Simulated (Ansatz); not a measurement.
Checking a run of Ansatz (a quantum-chemistry and plane-wave program) on Sr (Fd-3m, 2 atoms in the cell). The aim is a self-consistent single point with DFT, PBE, plane waves, default PAW files.

Cell that was meant: a = 5.5799 Å, b = 5.5799 Å, c = 5.5799 Å, α = 60.00°, β = 60.00°, γ = 60.00°.

Part of the input:

Ansatz 0.2 input:
```yaml
  atoms:
    - { symbol: Sr, position_ang: [5.918424, 5.918424, 5.918424] }
    - { symbol: Sr, position_ang: [3.945616, 3.945616, 3.945616] }
basis:
  ecutwfc: 125.0
kpoints:
  mp_grid: { grid: [6, 6, 6] }
hamiltonian:
```

Log, with long lists cut:

```
   [... lines left out ...]
Symmetry: 48 space group operations
Space group: Fd-3m (ITA 227), of the structure as read, at distance tolerance 5.0e-5 Å
k-points: 16 of 216
Initial density: superposition of atomic densities (neutral atoms: chi_scale 0, normalization atom), corrected by the library's trained network
Initial wavefunctions: pseudopotential atomic-orbital guess
Eigensolver: davidson
Functional: x = pbe(κ = 0.804, μ = 0.2195149727645171), c = pbe(β = 0.06672455060314922)
SCF iter   1: F=—  HF=-7074.928316 eV  |F-HF|=—  |Δ(HF+E_count)|=         —  Δρ=5.82e-2  dr2=2.46e0  ethr=1.77e-3  ⟨swp⟩=5.6  Hψ=1277  notcnv=0
all-band conjugate gradients solve this SCF's bands
preconditioner: auto → Kerker (q_TF=auto, 2.016 Å⁻¹)
SCF iter   2: F=—  HF=-7074.493597 eV  |F-HF|=—  |Δ(HF+E_count)|=   4.35e-1  Δρ=3.11e-2  dr2=7.88e-1  ethr=1.77e-3  ⟨swp⟩=2.0  Hψ=571  notcnv=0  defer=2
   [... lines left out ...]
SCF iter   5: F=—  HF=-7074.199524 eV  |F-HF|=—  |Δ(HF+E_count)|=   4.48e-4  Δρ=1.44e-4  dr2=6.98e-5  ethr=7.67e-6  ⟨swp⟩=2.0  Hψ=255  notcnv=0  defer=2
SCF iter   6: F=—  HF=-7074.199365 eV  |F-HF|=—  |Δ(HF+E_count)|=   1.59e-4  Δρ=4.36e-5  dr2=3.48e-6  ethr=3.49e-7  ⟨swp⟩=2.0  Hψ=257  notcnv=0  defer=2
SCF iter   7: F=-7074.199369 eV  HF=-7074.199368 eV  |F-HF|=4.44e-8  |Δ(HF+E_count)|=   3.47e-6  Δρ=4.58e-6  dr2=3.00e-8  ethr=5.00e-10  ⟨swp⟩=5.1  Hψ=1145  notcnv=0
SCF 1 converged in 7 iterations: F = -7074.199369 eV  dr2 = 3.00e-8
Free energy (F): -7074.199369 eV
Internal energy: -7074.163970 eV  (E = F + TS)
E sigma→0 (E₀):  -7074.181669 eV
Entropy (-TS):   -0.035398 eV (-17.699 meV/atom)
Fermi energy:    4.309311 eV
--- Forces (eV/Å), atoms counted from 1 ---
  atom   1  Sr    -0.00000000    -0.00000000     0.00000000
  atom   2  Sr     0.00000000    -0.00000000     0.00000000
--- Stress (GPa, compression-positive) ---
        2.429337       0.000000       0.000000
        0.000000       2.429337      -0.000000
       -0.000000       0.000000       2.429337
  P = ⅓ Tr σ = 2.4293 GPa (24.293 kbar)
  The stress holds the Pulay correction. Without it, at fixed plane waves, as pw.x and ABINIT print it: P = -39.4114 GPa
```

**Question.** Is this run sound? If not, what is wrong?

**Answer.** The run is not sound. The fault is a basis or grid far too coarse for these potentials. The error of an incomplete plane-wave basis or grid does not cancel at such settings. To fix it, restore the cutoff that the potentials need and check convergence. The run converged in 7 iterations without an error; against the sound input the free energy rises by 5.87 eV/atom and the pressure goes from 2.30 to 2.43 GPa. At a fixed set of plane waves, without the program's Pulay estimate, the pressure is -39.41 GPa against 2.30 GPa.

The sound input it was made from differs as follows (other fixes are possible):
```diff
-basis:
-  ecutwfc: 125.0
```

With that input, the run converged in 7 iterations: free energy E − TS (on the zero of these files) -7085.9448 eV; Fermi level (on the code's own zero) 4.07 eV; pressure 2.30 GPa (DFT, PBE, plane waves, default PAW files).

On the sound input: the starting cell was generated: these elements placed on a structure prototype, without a prior relaxation; it need not be a known phase or ordering of this composition. Ansatz's pressure includes its estimate of the finite-basis (Pulay) stress.
